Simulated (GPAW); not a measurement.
```
CELL_PARAMETERS angstrom
      2.76860     0.00000     0.00000
     -1.38430     2.39768     0.00000
      0.00000     0.00000    12.34934
ATOMIC_POSITIONS crystal
  Al 0.66667 0.33333 0.25000
  Al 0.33333 0.66667 0.75000
  Cr 0.33333 0.66667 0.41494
  Cr 0.66667 0.33333 0.58506
  Cr 0.66667 0.33333 0.91494
  Cr 0.33333 0.66667 0.08506
  C  0.00000 0.00000 0.50000
  C  0.00000 0.00000 0.00000
```

Method of the run: PBE, GPAW PAW datasets PBE (gpaw-data 1.0.1) (plane waves; GPAW).

The set-up and first iterations of a GPAW log for AlCr₂C (P6_3/mmc, 8 atoms in the cell):

```
Input parameters:
  convergence: {density: 1e-05,
                energy: 1e-05}
  kpts: {gamma: True,
         size: (9, 9, 2)}
  maxiter: 100
  mode: {ecut: 950,
         name: pw}
  nbands: -16
  occupations: {name: fermi-dirac,
                width: 0.136}
  symmetry: {symmorphic: False,
             tolerance: 0.0005}
  xc: PBE

species:
  Al:
    name: Aluminium
    Z: 13.0
    valence: 3
    core: 10
    charge: 0.0
    file: Al.PBE.gz

    # Using partial waves for Al as LCAO basis

  Cr:
    name: Chromium
    Z: 24.0
    valence: 6
    core: 18
    charge: 0.0
    file: Cr.PBE.gz

    # Using partial waves for Cr as LCAO basis

  C:
    name: Carbon
    Z: 6.0
    valence: 4
    core: 2
    charge: 0.0
    file: C.PBE.gz

    # Using partial waves for C as LCAO basis

Reference energy: -129591.612560  # eV

Spin-paired calculation

Convergence criteria:
 Maximum [total energy] change in last 3 cyles: 1e-05 eV / valence electron
   [... lines left out ...]
  External potential:
    NoExternalPotential

XC parameters: PBE with 2 nearest neighbor stencil

Number of atoms: 8
Number of atomic orbitals: 52
Number of bands in calculation: 35
Number of valence electrons: 38
Bands to converge: occupied

Density initialized from atomic densities
  35 bands from LCAO basis set

Atomic positions and initial magnetic moments

Positions:
   0 Al     1.384300    0.799225    3.087336    ( 0.0000,  0.0000,  0.0000)
   1 Al    -0.000001    1.598451    9.262007    ( 0.0000,  0.0000,  0.0000)
   2 Cr    -0.000001    1.598451    5.124236    ( 0.0000,  0.0000,  0.0000)
   3 Cr     1.384300    0.799225    7.225107    ( 0.0000,  0.0000,  0.0000)
   4 Cr     1.384300    0.799225   11.298908    ( 0.0000,  0.0000,  0.0000)
   5 Cr    -0.000001    1.598451    1.050435    ( 0.0000,  0.0000,  0.0000)
   6 C      0.000000    0.000000    6.174671    ( 0.0000,  0.0000,  0.0000)
   7 C      0.000000    0.000000    0.000000    ( 0.0000,  0.0000,  0.0000)

Unit cell:
           periodic     x           y           z      points  spacing
  1. axis:    yes    2.768598    0.000000    0.000000    20     0.1199
  2. axis:    yes   -1.384299    2.397676    0.000000    20     0.1199
  3. axis:    yes    0.000000    0.000000   12.349343    90     0.1372

  Lengths:   2.768598   2.768598  12.349343
  Angles:   90.000000  90.000000 120.000002

Effective grid spacing dv^(1/3) = 0.1316
     iter     time        total  log10-change:
                         energy   eigst   dens
iter:   1 --:--:--   -80.514527
iter:   2 --:--:--   -74.900653   -0.57  -0.72
iter:   3 --:--:--   -64.844927   +0.23  -0.79
iter:   4 --:--:--   -65.075428   -1.15  -1.24
iter:   5 --:--:--   -64.938707   -1.81  -1.17
```

**Question.** How does the run end?

**Answer.** The run converged in 34 iterations. Its thresholds were met; that alone does not show that basis and mesh suffice. It ends on: free energy E − TS (from the program's reference atoms) -64.4563 eV; Fermi level (on the code's own zero) 11.12 eV; largest force (vector length) 1.097 eV/Å. The log goes on:

```
   [... 3 lines left out ...]
iter:   9 --:--:--   -64.268494   -2.09  -1.86
iter:  10 --:--:--   -64.268623   -2.59  -2.16
iter:  11 --:--:--   -64.268139   -3.21  -2.59
   [... lines left out ...]
iter:  20 --:--:--   -64.267349c  -5.94  -3.74
iter:  21 --:--:--   -64.267357c  -6.11  -3.89
iter:  22 --:--:--   -64.267337c  -6.45  -3.95
iter:  23 --:--:--   -64.267331c  -6.89  -4.01
iter:  24 --:--:--   -64.267319c  -6.49  -4.04
iter:  25 --:--:--   -64.267316c  -7.44c -4.27
iter:  26 --:--:--   -64.267314c  -7.39  -4.34
iter:  27 --:--:--   -64.267315c  -7.96c -4.49
iter:  28 --:--:--   -64.267317c  -8.28c -4.52
iter:  29 --:--:--   -64.267324c  -7.80c -4.56
iter:  30 --:--:--   -64.267324c  -8.28c -4.83
iter:  31 --:--:--   -64.267323c  -8.83c -4.88
iter:  32 --:--:--   -64.267322c  -9.14c -4.90
iter:  33 --:--:--   -64.267322c  -8.99c -5.00
iter:  34 --:--:--   -64.267322c  -8.99c -5.16c
Converged after 34 iterations.

Dipole moment: (0.000000, -0.000000, -0.000000) |e|*Ang

Energy contributions relative to reference atoms: (reference = -129591.612560)

Kinetic:         +8.413107
Potential:      -19.225703
External:        +0.000000
XC:             -54.462408
Entropy (-ST):   -0.378031
Local:           +1.196696
SIC:             +0.000000
--------------------------
Free energy:    -64.456338
Extrapolated:   -64.267322

Showing only first 2 kpts
 Kpt  Band  Eigenvalues  Occupancy
  0    17      9.97423    1.99957
  0    18     10.89641    1.68037
  0    19     10.89657    1.68005
  0    20     10.92883    1.61107

  1    17      9.96579    1.99959
  1    18     10.91214    1.64809
  1    19     10.91214    1.64809
  1    20     10.91230    1.64774

Fermi level: 11.12212

No gap
No difference between direct/indirect transitions
Energy (eV): -64.267322

Forces in eV/Ang:
  0 Al    0.00000   -0.00000   -0.00000
  1 Al    0.00000    0.00000   -0.00000
  2 Cr    0.00000    0.00000   -1.09689
  3 Cr    0.00000   -0.00000    1.09689
  4 Cr    0.00000   -0.00000   -1.09689
  5 Cr    0.00000    0.00000    1.09689
  6 C     0.00000    0.00000    0.00000
  7 C     0.00000    0.00000    0.00000

Stress tensor:
    -0.148875     0.000000     0.000000
     0.000000    -0.148875    -0.000000
     0.000000     0.000000    -0.157826
Stress (GPa, Voigt): [-23.8523 -23.8523 -25.2865  -0.       0.       0.    ]
```

For comparison: a first run was changed to give this one (lattice scaled by 0.98), and from it to this one the free energy goes up by 61.2 meV/atom and the largest force goes from 0.297 to 1.097 eV/Å.

The starting cell comes from a database of computed structures (which also holds hypothetical and non-ambient phases and stackings), without a prior relaxation at this level. For this run, on top of that: lattice scaled by 0.98. Spin polarisation is off. Forces in this geometry exceed 1 eV/Å.

The run was DFT PBE, plane waves, GPAW PAW datasets PBE (gpaw-data 1.0.1). Main settings of its input:

```
setting                          value
-------------------  -----------------
mode                                pw
ecut                            950 eV
xc                                 PBE
kpts                             9 9 2
mesh shift (steps)               0 0 0
occupations.name           fermi-dirac
occupations.width             0.136 eV
nbands                             -16
convergence.density   1e-05 e/electron
convergence.energy   1e-05 eV/electron
symmetry.symmorphic              false
symmetry.tolerance              0.0005
```
